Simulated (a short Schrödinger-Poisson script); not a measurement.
# Symmetric double-gate stack, Si3N4 on p-type Si(111)

System: symmetric double-gate stack, Si3N4 on p-type Si(111), at 300 K.

| layer | material | thickness (nm) | Na (cm⁻³) |
|---|---|---|---|
| 1 | Si3N4 | 3.5 | - |
| 2 | Si | 20 | 2e18 |
| 3 | Si3N4 | 3.5 | - |

The device is made up for the run: typed textbook-type constants, with dimensions and the other settings drawn at random. Si3N4: permittivity 7.5, conduction-band edge (eV) 1.95, gap (eV) 5.1, electron mass (mₑ) 0.5. Si: permittivity 11.7, conduction-band edge (eV) 0, gap (eV) 1.124, Nv at 300 K (cm⁻³) 3.1e19.

Channel valleys (confinement mass, in-plane density-of-states mass, number): Δ6 0.258, 0.358, 6. At the gates, both at one voltage, the conduction-band edge of layer 1 lies 2 eV − eVg above the Fermi level of the channel. Gaps are held at their typed values at every temperature. Mesh 0.03 nm at interfaces.

From a short Schrödinger-Poisson script (our own, NumPy): 1D Poisson equation in equilibrium, electrons quantum, Hartree (BenDaniel-Duke, 12 states a valley, the channel's in-plane mass for all, wave functions free to enter the dielectric), parabolic valleys, classical holes, full ionisation, no traps, pinning or gate leakage.

| Vg (V) | electrons (cm⁻²) | C (μF/cm²) | Δ6 E0 (meV) | Δ6 E1 (meV) |
|---|---|---|---|---|
| -0.1 | 5.07e6 | < 0.003 | 417.4 | 417.5 |
| -0.05 | 3.51e7 | < 0.003 | 367.4 | 367.5 |
| 0 | 2.43e8 | < 0.003 | 317.5 | 317.5 |
| 0.05 | 1.67e9 | 0.0105 | 267.5 | 267.6 |
| 0.1 | 1.13e10 | 0.0697 | 218.1 | 218.2 |
| 0.15 | 6.89e10 | 0.376 | 171.4 | 171.4 |
| 0.2 | 2.91e11 | 1.10 | 134.0 | 134.0 |
| 0.25 | 7.44e11 | 1.76 | 109.4 | 109.4 |
| 0.3 | 1.36e12 | 2.15 | 93.4 | 93.4 |
| 0.35 | 2.07e12 | 2.38 | 82.1 | 82.2 |
| 0.4 | 2.83e12 | 2.53 | 73.6 | 73.6 |
| 0.45 | 3.64e12 | 2.64 | 66.7 | 66.7 |
| 0.5 | 4.47e12 | 2.72 | 61.0 | 61.0 |
| 0.55 | 5.33e12 | 2.78 | 56.1 | 56.1 |
| 0.6 | 6.21e12 | 2.84 | 51.7 | 51.8 |
| 0.65 | 7.10e12 | 2.88 | 47.9 | 47.9 |
| 0.7 | 8.01e12 | 2.92 | 44.5 | 44.5 |
| 0.75 | 8.93e12 | 2.96 | 41.3 | 41.3 |

Gate voltages with under 1e6 electrons/cm² are left out.

Subbands count from the Fermi level. The capacitance is that of both gates.
